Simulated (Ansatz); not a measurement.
Start from AlNi in the CsCl type structure (space group Pm-3m, No. 221; non-magnetic).

```yaml
crystal:
  lattice:
    - [2.89304, 0.00000, 0.00000]
    - [0.00000, 2.89304, 0.00000]
    - [0.00000, 0.00000, 2.89304]
  atoms:
    - { symbol: Al, position: [0.00000, 0.00000, 0.00000] }
    - { symbol: Ni, position: [0.50000, 0.50000, 0.50000] }
```

Levels (all Ansatz, an electronic-structure program, PAW): PBE (420 eV, scalar-relativistic without spin-orbit coupling); r2SCAN (500 eV, scalar-relativistic without spin-orbit coupling).

Levels that relaxed their own cell: PBE and r2SCAN.

```json
[
 {"level": "PBE", "lattice parameter a": "2.893 Å"},
 {"level": "r2SCAN", "lattice parameter a": "2.863 Å"}
]
```

Measured: lattice parameter a 2.882 Å (static lattice; corrected from measurement; as listed in H. Levämäki et al., Physical Review B (2014)).

Computed minus measured — lattice parameter a: PBE +0.4 %, r2SCAN -0.7 % (closest: PBE).

No phonon test of stability was made. Starting moments died away, wholly or in part, for Co → Ni; another magnetic solution may exist. The final runs are not spin-polarised.
